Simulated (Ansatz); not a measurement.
Rh (model structure, Im-3m, No. 229, 1 atoms in the cell) was calculated with PBEsol (plane waves, PAW; Ansatz, an electronic-structure program).

Numerical settings: plane-wave cutoff 520 eV, 26×26×26 k mesh, Fermi–Dirac smearing 0.05 eV, no spin polarisation, scalar-relativistic PAW data made under PBE.

Cell (relaxed at this level):

```cif
data_Rh
_chemical_formula_sum 'Rh1'
_space_group_name_H-M_alt 'P 1'
_space_group_IT_number 1
_cell_length_a 2.62286
_cell_length_b 2.62286
_cell_length_c 2.62286
_cell_angle_alpha 109.471
_cell_angle_beta 109.471
_cell_angle_gamma 109.471
loop_
_space_group_symop_operation_xyz
  'x, y, z'
loop_
_atom_site_label
_atom_site_type_symbol
_atom_site_fract_x
_atom_site_fract_y
_atom_site_fract_z
_atom_site_occupancy
Rh1 Rh 0.00000 0.00000 0.00000 1
```

Problem. Give the computed bulk modulus.

Solution. 
* **bulk modulus**: 270 GPa

Note: the run has no spin polarisation, so it can have missed a magnetic state; the bulk modulus is −V dP/dV from two relaxed cells at ±2 % in volume; the relaxation could raise the start's symmetry but not lower it, so the cell can be a saddle point.

The computed numbers hold no vibrational or temperature effects.

A model structure was made by putting elements into a prototype or built by hand; it is no filed structure, need not be a known phase, and can be a saddle point held by its symmetry.
